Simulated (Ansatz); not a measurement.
**YGe2 (model structure, started from the MoSi2 type, I4/mmm, No. 139, 3 atoms in the cell): properties by level of theory**

```tsv
level (code)	lattice constant a (Å)	c axis length (Å)
PBE (Ansatz)	3.566	10.030
PBEsol (Ansatz)	3.505	9.913
PBE-D3(BJ) (Ansatz)	3.512	(withheld)
```

Problem. Some entries are withheld; supply them.

Solution. 
- PBE-D3(BJ) (Ansatz, a first-principles code), c axis length (Å): 9.927

Ansatz's density-functional and Hartree–Fock values are scalar-relativistic unless marked +SOC, with PAW data made under PBE.

The computed numbers hold no vibrational or temperature effects.

A model structure was made by putting elements into a prototype or built by hand; it is no filed structure, need not be a known phase, and can be a saddle point held by its symmetry.
